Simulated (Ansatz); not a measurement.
Results of r²SCAN0 (PAW; Ansatz, a first-principles code) for SiO2 (P4₁2₁2, No. 92).

Settings: plane-wave cutoff 520 eV, 4×4×4 k mesh, Fermi–Dirac smearing 0.01 eV, scalar-relativistic PAW data made under PBE.

Cell (measured lattice):

O2Si is modelled in the tetragonal space group P4₁2₁2 (No. 92), Pearson symbol tP12. Lattice parameters: a = b = 4.971 Å, c = 6.928 Å, α = β = γ = 90.00°. Si on 4a sees 4 O at 1.598–1.606 Å (tetrahedral). O on 8b is surrounded by 2 Si at 1.598–1.606 Å (bent). (Neighbours: up to the widest gap in distance over summed covalent radii, below 1.35, at either atom.)

Question: Give the computed band gap.

Answer: 
* **band gap**: 8.68 eV (on the SCF k mesh) (direct)

Note: cell and atoms aren't relaxed at this level (largest force component 0.16 eV/Å, pressure 0.3 GPa).

The computed numbers hold no vibrational or temperature effects.
